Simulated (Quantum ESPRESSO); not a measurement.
## One base run on Au2YbSi2 (I4/mmm, 5 atoms in the cell) and variants with one or two settings moved

```yaml
crystal:
  lattice:
    - [-2.14350, 2.14350, 5.02500]
    - [2.14350, -2.14350, 5.02500]
    - [2.14350, 2.14350, -5.02500]
  atoms:
    - { symbol: Au, position: [0.75000, 0.25000, 0.50000] }
    - { symbol: Au, position: [0.25000, 0.75000, 0.50000] }
    - { symbol: Yb, position: [0.00000, 0.00000, 0.00000], spin: 1.0 }
    - { symbol: Si, position: [0.37500, 0.37500, 0.00000] }
    - { symbol: Si, position: [0.62500, 0.62500, 0.00000] }
```
(The spins are starting values, not results.)

Base run A: PBEsol, SSSP 1.1.2 efficiency (PBE) pseudopotentials in Quantum ESPRESSO 7.5, self-consistent single point.

Its settings: ecutwfc = 60 Ry; ecutrho = 480 Ry; occupations = smearing; smearing = methfessel-paxton; degauss = 0.0147 Ry; nspin = 2; input_dft = pbesol; K_POINTS = automatic 4 4 4 0 0 0; conv_thr = 1e-11 Ry; mixing_beta = 0.2.

The starting cell comes from a database of published, mostly measured structures (it also holds non-ambient and calculated ones), without a prior relaxation at this level. With one magnetic atom in the cell only a parallel order is possible. With U or open f shells several self-consistent states can exist. In the base run, forces exceed 1 eV/Å. Without a gap this mesh is coarse (it stands for a supercell whose shortest vector is 17 Å).

ΔF is the free energy per atom less that of run A. 

Run A gave: pressure (GPa) -0.70; largest force (eV/Å) 1.819; size of the net moment (μB/atom) 0.07; k-points 13.

Runs:
- B: degauss, K_POINTS = 0.002205 Ry, automatic 5 5 5 0 0 0
- C: degauss, K_POINTS = 0.0073499 Ry, automatic 5 5 5 0 0 0

Task: What does run C change against A?

Result: The free energy rises by 8.1 meV/atom, the pressure goes from -0.70 to -0.47 GPa, the largest force goes from 1.819 to 1.697 eV/Å and the size of the net moment goes from 0.07 to 0.01 μB/atom.

Task: What does run B change against A?

Result: The free energy goes up by 7.1 meV/atom, the pressure goes from -0.70 to -0.46 GPa, the largest force goes from 1.819 to 1.755 eV/Å and the size of the net moment goes from 0.07 to 0.00 μB/atom.

Runs B lost their moments and ended non-magnetic.

```tsv
run	ΔF (meV/atom)	pressure (GPa)	largest force (eV/Å)	size of the net moment (μB/atom)	k-points
A	0.00	-0.70	1.819	0.07	13
B	7.1	-0.46	1.755	0.00	18
C	8.1	-0.47	1.697	0.01	18
```
